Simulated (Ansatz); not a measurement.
The starting structures come from a database of crystals and need not be the phases stable at ambient conditions.

 Where the default PAW files enter, the runs use the earlier of Ansatz's two default sets.

Here is the system:

```
CELL_PARAMETERS angstrom
      6.80854     0.00000     0.00000
      1.02126     6.73151     0.00000
      1.16810    -1.35868     3.56310
ATOMIC_POSITIONS crystal
  K  0.70647 0.70647 0.50000
  K  0.29353 0.29353 0.50000
  Te 0.22155 0.77845 0.27845
  Te 0.77845 0.22155 0.72155
  Pt 0.00000 0.00000 0.00000
```

Space group of this cell: Immm. The cell is taken as given.

Transport runs along the normal of the first two printed cell vectors.

The gap is the functional's own. No spin-orbit coupling. Mid-gap values are interpolated on the energy grid.

State the band gap and the smallest decay constant κ at mid-gap according to r2SCAN (Ansatz, a first-principles code).

Gap 1.02 eV on a 8×8×8 mesh; κ = 0.158 1/Å, at (-0.333, 0.333) of the in-plane reciprocal vectors. At the zone centre, at the nearest computed energy, the slowest state has κ = 0.21 1/Å.
